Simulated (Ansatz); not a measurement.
Consider InP in the zinc blende structure (space group F-43m, No. 216; a = 5.878 Å).

Level of theory: PBEsol (Ansatz, a program for electronic structure; PAW; 420 eV plane waves; no spin-orbit coupling).

Modification: every lattice vector is stretched by 1.50 %; the atoms relax in the strained cell.

Problem. Estimate the effect on the mean gap deformation potential ΔEg/Δln V.

Solution. The mean gap deformation potential ΔEg/Δln V comes out as -5.4 eV.

Problem. How does this affect the energy relative to the base?

Solution. The energy rises by 10 meV/atom.

Stability against distortions was not tested.
